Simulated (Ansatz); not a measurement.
# TaN with two functionals, pressure 60 GPa

The reference is TaN in the rock salt structure (space group Fm-3m, No. 225; a = 4.416 Å).

(Cell as relaxed with PBE.)

Levels (all Ansatz, an electronic-structure program, PAW, earlier PAW set): PBE (420 eV, scalar-relativistic without spin-orbit coupling); r2SCAN (500 eV, without spin-orbit coupling).

Each level relaxes its own structure.

| base | PBE | r2SCAN |
|---|---|---|
| volume per atom | 10.77 Å³ | 10.62 Å³ |
| lattice parameter a | 8.345 bohr | 8.307 bohr |
| band gap | zero | zero |

It is then changed as follows: cell and atoms relaxed at a pressure of 60 GPa.

| quantity | PBE | r2SCAN |
|---|---|---|
| shortest interatomic distance | 3.989 bohr | [?] |
| band gap | zero | [?] |

Problem. Predict the r2SCAN column.

Solution. 
- shortest interatomic distance, r2SCAN: 3.979 bohr
- band gap, r2SCAN: zero

PBE's shortest interatomic distance lies 0.010 bohr above r2SCAN's (0.2 %); the two agree on the band gap. Neither level is exact; r2SCAN is the comparison here, not a measurement.

Load acts through the strain it causes; cell and atoms are relaxed under it. Stability against distortions was not tested. Competing high-pressure phases were not computed. The final runs are not spin-polarised. This is not the structure that TaN has at room temperature and ambient pressure.
